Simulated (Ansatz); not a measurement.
What Al → Ga does to AlN

Consider AlN in the wurtzite structure (space group P6_3mc, No. 186; a = 3.114 Å, c = 4.984 Å).

Modification: Ga takes the place of Al on all its sites; the structure is relaxed again.

Computed with plane-wave PAW DFT at the PBEsol level (Ansatz, a first-principles code, 420 eV), no SOC. Settings: 12×12×7 k-points, 0.05 eV Fermi–Dirac smearing.

| quantity | base | changed | shift |
|---|---|---|---|
| volume per atom | 10.46 Å³ | 11.37 Å³ | +0.91 Å³ |
| lattice parameter a | 3.114 Å | 3.183 Å | +0.069 Å |
| c/a ratio | 1.600 | 1.629 | +0.029 |
| space group | P6_3mc (No. 186) | P6_3mc (No. 186) | – |
| shortest interatomic distance | 1.892 Å | 1.946 Å | +0.054 Å |
| band gap | 4.09 eV | 1.88 eV | -2.219 eV |
| gap character | direct at Γ | direct at Γ | – |
| width of the top valence band | 2.41 eV | 2.82 eV | +0.41 eV |
| electron mass | – | 0.16 mₑ along c, 0.17 mₑ across (at Γ) | – |
| valence-band top at Γ (three highest levels, from the VBM) | 0.00, -0.22, -0.22 eV | 0.00, 0.00, -0.04 eV | – |

Final structure:

```
GaN
1.0
    3.18257     0.00000     0.00000
   -1.59129     2.75619     0.00000
    0.00000     0.00000     5.18543
Ga N
2 2
Direct
  0.33333   0.66667   0.99909
  0.66667   0.33333   0.49909
  0.33333   0.66667   0.37571
  0.66667   0.33333   0.87571
```

Masses are band curvatures over ±0.01 Å⁻¹ around the edge. Semilocal Kohn–Sham gaps tend to fall short of experiment. Whether these cells are dynamically stable was not tested.
